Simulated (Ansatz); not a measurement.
Relaxation of the outer planes of the (11-23) surface of hcp Y in its 1x1 cell, outermost plane spacing 0.66 Å in the ideal cut.

Method: PBE (plane waves to 420 eV, PAW; Ansatz, an electronic-structure program).

Model: 16-atom slab, 9.9 Å thick at the start (thin: gaps and levels are the slab's own), 7x5x1 mesh, Fermi-Dirac 0.1 eV, dipole correction, all atoms relaxed; start symmetry kept, larger cells not searched; no spin, no spin-orbit, no U.

```csv
plane,atoms,bulk spacing to the next (Å),relaxed spacing (Å),change (%),rumpling (Å)
1,Y,0.657,[?],[?],0.00
2,Y,0.657,0.738,12.3,0.00
```

**Question.** Complete the blanks.

**Answer.** 
- 1, relaxed spacing (Å): 0.545
- 1, change (%): -17.1
